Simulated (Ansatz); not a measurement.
Functionals compared on a constructed model of the (110) surface of bcc Fe, ferromagnetic, a pseudomorphic layer of Ga in the host's stacking (bottom of the slab: a bare face, its two planes held), in Ansatz (plane waves, PAW). The structure was relaxed with PBE; the other rows are single points on it. Cutoff 420 eV.

Set-up: 7 atoms, 12.3 Å thick at the start; mesh 16x16x1; 0.1 eV smearing; dipole correction on; 2 atoms held, the rest relaxed; start symmetry kept, larger cells not searched; spin-polarised, ending with about 13.7 μB a cell; orders that need a larger cell were not tried, no spin-orbit, no U. It is one candidate, not shown to be the stable structure of the face. These notes are the PBE run's.

```json
[
 {"functional": "PBE", "work function of the top face (eV)": "4.09", "magnetic moment of the cell (μB)": "13.70", "rough cost of the single point": "–"},
 {"functional": "RPBE", "work function of the top face (eV)": "3.94", "magnetic moment of the cell (μB)": "13.93", "rough cost of the single point": "roughly 3 core-minutes"}
]
```

Ansatz is a first-principles code.
